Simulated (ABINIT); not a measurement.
A self-consistent single point of GaSb3 (Fm-3m, 4 atoms in the cell) with ABINIT.

Computed with LDA (PW92), norm-conserving pseudopotentials (PseudoDojo nc-sr-04 LDA standard) (plane waves; ABINIT).

```
CELL_PARAMETERS angstrom
      0.00000     3.73060     3.73060
      3.73060     0.00000     3.73060
      3.73060     3.73060     0.00000
ATOMIC_POSITIONS crystal
  Ga 0.00000 0.00000 0.00000
  Sb 0.25000 0.25000 0.25000
  Sb 0.75000 0.75000 0.75000
  Sb 0.50000 0.50000 0.50000
```

Reference input (self-consistent single point, DFT, PBEsol, plane waves, norm-conserving pseudopotentials (PseudoDojo nc-sr-04 PBEsol standard)): pseudos = [Ga.upf, Sb.upf]; ecut = 1088 eV; occopt = 7; tsmear = 0.00499791 Ha; ngkpt = 9 9 9; nshiftk = 1; shiftk = 0 0 0; potentials = PseudoDojo nc-sr-04 PBEsol standard; nband = 37; kptopt = 1; nstep = 50; toldfe = 1e-09 Ha. This run's input differs from it in these lines:

```diff
@@ -1,2 +1,2 @@
-# GaSb3, PseudoDojo nc-sr-04 PBEsol standard
+# GaSb3, PseudoDojo nc-sr-04 LDA standard
 pp_dirpath "./"
@@ -17,3 +17,3 @@
          7.0498028319    7.0498028319    7.0498028319
-ecut 1088 eV
+ecut 1143 eV
 occopt 7
```

Its files differ too (potentials: PseudoDojo nc-sr-04 PBEsol standard → PseudoDojo nc-sr-04 LDA standard).

Log, with long lists cut:

```
--- !BeginCycle
solver: {iscf: 7, nstep: 50, nline: 4, wfoptalg: 0, }
tolerances: {toldfe: 1.00E-09, }
...

     iter   Etot(hartree)      deltaE(h)  residm     vres2
 ETOT  1  -343.51239653697    -3.435E+02 7.479E-01 1.078E+04
 ETOT  2  -346.54250060240    -3.030E+00 1.955E-01 2.179E+04
 ETOT  3  -348.14700336704    -1.605E+00 2.119E-01 3.037E+03
 ETOT  4  -348.30750456370    -1.605E-01 2.285E-02 1.526E+03
 ETOT  5  -348.40803073932    -1.005E-01 5.278E-03 4.367E+02
   [... 5 lines left out ...]
 ETOT 11  -348.44525642942    -2.889E-08 1.536E-04 1.719E-05
 ETOT 12  -348.44525643059    -1.170E-09 2.564E-04 7.065E-07
 ETOT 13  -348.44525643067    -8.401E-11 9.793E-05 8.862E-10
 ETOT 14  -348.44525643067    -1.705E-13 1.634E-04 1.308E-10
 At SCF step   14, etot is converged :
  for the second time, diff in etot=  1.705E-13 < toldfe=  1.000E-09

 Cartesian components of stress tensor (hartree/bohr^3)
  sigma(1 1)=  1.39782100E-04  sigma(3 2)=  0.00000000E+00
  sigma(2 2)=  1.39782100E-04  sigma(3 1)=  0.00000000E+00
  sigma(3 3)=  1.39782100E-04  sigma(2 1)=  0.00000000E+00

 ----iterations are completed or convergence reached----

 reduced coordinates (array xred) for    4 atoms
       0.000000000000      0.000000000000      0.000000000000
       0.250000000000      0.250000000000      0.250000000000
       0.750000000000      0.750000000000      0.750000000000
       0.500000000000      0.500000000000      0.500000000000
 cartesian forces (eV/Angstrom) at end:
    1      0.00000000000000    -0.00000000000000     0.00000000000000
   [... lines left out ...]
 Fermi (or HOMO) energy (hartree) =   0.25175   Average Vxc (hartree)=  -0.40350
 Fermi (or HOMO) energy (eV) =   6.85059   Average Vxc (eV)= -10.97977
   [... lines left out ...]
total_energy        : -3.48445256430669E+02
total_energy_eV     : -9.48167762693108E+03
band_energy         : -2.61081371522208E+01
...

-Cartesian components of stress tensor (GPa)         [Pressure= -4.1125E+00 GPa]
- sigma(1 1)=  4.11253069E+00  sigma(3 2)=  0.00000000E+00
- sigma(2 2)=  4.11253069E+00  sigma(3 1)=  0.00000000E+00
- sigma(3 3)=  4.11253069E+00  sigma(2 1)=  0.00000000E+00

 Calculation completed.
```

The run converged in 14 iterations. Against the reference run the pressure goes from -3.12 to -4.11 GPa.

The starting cell comes from a database of computed structures (which also holds hypothetical and non-ambient phases and stackings), without a prior relaxation at this level. With a pressure of about -4 GPa the cell is away from its equilibrium volume at this level. The run gives no clean gap (levels at the Fermi energy touch, overlap or are partly filled at this smearing), which alone does not show that the compound is a metal.

Cost on one core of a shared machine: roughly 7 min.
